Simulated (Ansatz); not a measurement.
The starting structures come from a database of crystals and need not be the phases stable at ambient conditions.

 Where the default PAW files enter, the runs use the earlier of Ansatz's two default sets.

By PBEsol, the system below comes out a metal.

The ballistic (Sharvin) conductance counts the channels at the Fermi level: G/A = (e²/h) × channels of both spins per area.

Data:

```
CELL_PARAMETERS angstrom
      6.53004     0.00000     0.00000
      3.26502     6.77416     0.00000
      0.00000     3.14736     5.72150
ATOMIC_POSITIONS crystal
  Ta 0.68509 0.29980 0.18509
  Ta 0.31491 0.70020 0.81491
  Ta 0.51511 0.29980 0.68509
  Ta 0.48489 0.70020 0.31491
  Ta 0.01511 0.29980 0.51511
  Ta 0.98489 0.70020 0.48489
  Ta 0.18509 0.29980 0.01511
  Ta 0.81491 0.70020 0.98489
  Ta 0.50000 0.00000 0.50000
  Ta 0.00000 0.00000 0.00000
  Si 0.87037 0.00000 0.62963
  Si 0.12963 0.00000 0.37037
  Si 0.37037 0.00000 0.87037
  Si 0.62963 0.00000 0.12963
  Si 0.75000 0.50000 0.75000
  Si 0.25000 0.50000 0.25000
```

Space group of this cell: I4/mcm. The cell is taken as given; by PBEsol its mean pressure is -2.8 GPa.

The current flows along the normal of the first two printed cell vectors, the (101) plane of the conventional cell. No spin-orbit coupling; the value is a mean over 0.1 eV about the Fermi level.

Q: Estimate the ballistic conductance per area that Ansatz (a quantum-chemistry and plane-wave program) with PBEsol returns for this system.

A: 0.43 × 10¹⁵ S/m² for both spins.
